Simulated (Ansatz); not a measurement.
An input for Ansatz (PBE) and the part of its output that reports the quasi-harmonic study. Lengths are of the primitive cell. Another polymorph of this substance is known too; which is more stable was not tested here. Dynamical quadrupoles are not included in the interpolation of the phonons between the solved wave vectors.

Ansatz 0.2 input:
```yaml
crystal:
  lattice:
    - [0.0, 2.1898629617, 2.1898629617]
    - [2.1898629617, 0.0, 2.1898629617]
    - [2.1898629617, 2.1898629617, 0.0]
  atoms:
    - { symbol: C, position: [0.25, 0.25, 0.25] }
    - { symbol: Si, position: [0.0, 0.0, 0.0] }
kpoints:
  mp_grid: { grid: [12, 12, 12] }
hamiltonian:
  xc: pbe
  pseudopotentials: { kind: paw }
scf:
  occupations: { method: fixed }
phonons:
  method: dfpt
  qmesh: [6, 6, 6]
  temperatures: { t_max: 1000, t_step: 25 }
  thermal_expansion: {}
checkpoint:
  write: run
```

```
--- Thermal expansion: 10 cells in 3 rounds, 0 GPa ---
  no lower state was reached at cell 4
  without vibrations: a 3.09693, b 3.09693, c 3.09693 Å, V 21.0029 Å³, B 212.84 GPa
  at 0 K: a 3.10538, b 3.10538, c 3.10538 Å, V 21.1752 Å³, B 208.51 GPa
  zero-point expansion: a +0.273, b +0.273, c +0.273, V +0.820 %
      T/K        a/Å        b/Å        c/Å       V/Å³ | expansion of a, b, c, V (1e-6/K)   | that of V in the mean from 25 °C | C_P, C_V (J/mol K of the cell) | B_T, B_S (GPa)
     0.00    3.10538    3.10538    3.10538    21.1752 |    0.00    0.00    0.00    0.00 |    2.76 |     0.000     0.000 |   208.51   208.51
   100.00    3.10539    3.10539    3.10539    21.1755 |    0.23    0.23    0.23    0.68 |    4.07 |     4.617     4.617 |   208.47   208.48
   200.00    3.10562    3.10562    3.10562    21.1801 |    1.34    1.34    1.34    4.01 |    6.02 |    17.145    17.137 |   208.09   208.19
   298.15    3.10623    3.10623    3.10623    21.1926 |    2.64    2.64    2.64    7.92 |       - |    27.696    27.646 |   207.24   207.62
   375.00    3.10696    3.10696    3.10696    21.2076 |    3.43    3.43    3.43   10.28 |    9.16 |    33.499    33.394 |   206.38   207.03
   475.00    3.10814    3.10814    3.10814    21.2318 |    4.14    4.14    4.14   12.42 |   10.45 |    38.548    38.356 |   205.13   206.15
   575.00    3.10951    3.10951    3.10951    21.2598 |    4.62    4.62    4.62   13.85 |   11.45 |    41.789    41.501 |   203.78   205.20
   675.00    3.11100    3.11100    3.11100    21.2904 |    4.95    4.95    4.95   14.85 |   12.24 |    43.954    43.568 |   202.39   204.19
   775.00    3.11258    3.11258    3.11258    21.3229 |    5.19    5.19    5.19   15.58 |   12.89 |    45.465    44.979 |   200.97   203.14
   875.00    3.11423    3.11423    3.11423    21.3568 |    5.38    5.38    5.38   16.15 |   13.42 |    46.564    45.979 |   199.53   202.07
   975.00    3.11593    3.11593    3.11593    21.3918 |    5.53    5.53    5.53   16.60 |   13.88 |    47.394    46.709 |   198.07   200.98
  1000.00    3.11636    3.11636    3.11636    21.4007 |    5.57    5.57    5.57   16.70 |   13.99 |    47.571    46.861 |   197.71   200.70
  the static fit leaves 0.000 meV an atom of the energies and, of the stresses, 0.000 GPa of each cell's largest along a strain (root mean squares over the cells), whose Pulay part it has at -0.008 GPa
  vibrations' free energy: its fit passes through its cells
  the electrons' free energy at temperature is not in it: every band gap is over 1.03 eV
  free energies summed between the sampled wave vectors
  estimated error of the fitted expansion in any direction: up to 0.027e-6/K, at 1000 K, with few degrees of freedom (an estimate, not a bound: it was exceeded on models of known expansion)
  by sums over the sampled wave vectors an expansion of the volume parts by up to 0.05e-6/K
  by a static energy of one degree less an expansion of the volume parts by up to 0.00e-6/K
  band gaps on the cells' k-points are 1.346 to 1.407 eV
```

Warnings of the run: completed_step_reentered, occupations_restored, phonon_interpolation_lacks_quadrupole_term, relax_continuation, seed_accepted, thermal_expansion_settings, resumed_after_interruption.

No phase change or melting is allowed for: the numbers belong to this structure as given.

Ansatz is an electronic-structure program.
